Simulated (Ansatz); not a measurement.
The reference is InP (space group P4_2/mnm, No. 136; a = 7.175 Å, c = 4.163 Å; a hypothetical phase, not in the database extracts checked). Axes: x, y, z lie along a, b, c of the conventional cell.

It is then changed as follows: uniaxial stress, 8 GPa compression along z; all other stress components relax to zero.

Levels (all Ansatz, a first-principles code, PAW): PBEsol (420 eV, no SOC); r2SCAN (500 eV, no spin-orbit coupling); HSE06 (420 eV, no spin-orbit coupling).

At the geometry relaxed with PBEsol, these levels gave the following band gaps, in shuffled order: (a) 0.73 eV, (b) 1.12 eV, (c) 0.33 eV.

Match each gap to its level.

(a) r2SCAN; (b) HSE06; (c) PBEsol.

Single points use the geometry relaxed with PBEsol. Load acts through the strain it causes; cell and atoms are relaxed under it. Stability under load was not tested beyond the relaxation.
